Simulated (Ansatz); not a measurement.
## SnO, pressure series

Start from SnO in the litharge type structure (space group P4/nmm, No. 129; a = 3.837 Å, c = 4.759 Å; layered, stacked along the Cartesian z axis).

Cell and atoms are relaxed at each pressure.

Calculations: plane-wave PAW DFT at the PBE-D3(BJ) level (Ansatz, an electronic-structure program, 420 eV), spin-orbit coupling left out.

| variant | lattice parameter a | band gap |
|---|---|---|
| base | 3.837 Å | zero |
| pressure −1 GPa | 3.853 Å | 0.21 eV |
| pressure 1.8 GPa | 3.810 Å | zero |
| pressure 4.2 GPa | 3.776 Å | zero |
| pressure 9 GPa | 3.722 Å | zero |
| pressure 18 GPa | 3.647 Å | zero |
| pressure 30 GPa | [?] | zero |
| pressure 45 GPa | 3.509 Å | zero |
| pressure 60 GPa | 3.461 Å | zero |

Q: Some entries are withheld; estimate them.

A: 
- pressure 30 GPa, lattice parameter a: 3.571 Å

Load acts through the strain it causes; cell and atoms are relaxed under it. No phonon test of stability was made. No other phases were tried under pressure. The final runs are not spin-polarised. The zero or small gap of SnO can change with the level of theory.
